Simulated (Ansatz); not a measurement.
The starting structures come from a database of crystals and need not be the phases stable at ambient conditions.

 Where the default PAW files enter, the runs use the earlier of Ansatz's two default sets.

Tunnelling through a barrier is set by its complex band structure: the current falls as exp(−2κd) with the smallest κ.

Given:

```
CELL_PARAMETERS angstrom
      5.37383     0.00000     0.00000
      0.00000     5.37383     0.00000
      2.68691    -2.68691     3.79987
ATOMIC_POSITIONS crystal
  Sr 0.25000 0.25000 0.50000
  Sr 0.75000 0.75000 0.50000
  H  0.22592 0.77408 0.54816
  H  0.77408 0.22592 0.45184
  H  0.77408 0.77408 0.00000
  H  0.22592 0.22592 0.00000
  H  0.22592 0.77408 0.00000
  H  0.77408 0.22592 0.00000
  Ru 0.00000 0.00000 0.00000
```

Space group of this cell: Fm-3m. The cell is taken as given; by PBEsol its mean pressure is -1.6 GPa.

Transport runs along the normal of the first two printed cell vectors, the (001) plane of the conventional cell.

No gap correction and no spin-orbit coupling; mid-gap values are interpolated between computed energies.

Task: Predict the band gap and the smallest decay constant κ at mid-gap from Ansatz (an electronic-structure program) with PBEsol.

Result: Gap 2.12 eV on a 8×8×8 mesh; κ = 0.383 1/Å, at (0.500, 0.500) of the in-plane reciprocal vectors. At the zone centre, at the nearest computed energy, the slowest state has κ = 0.40 1/Å.
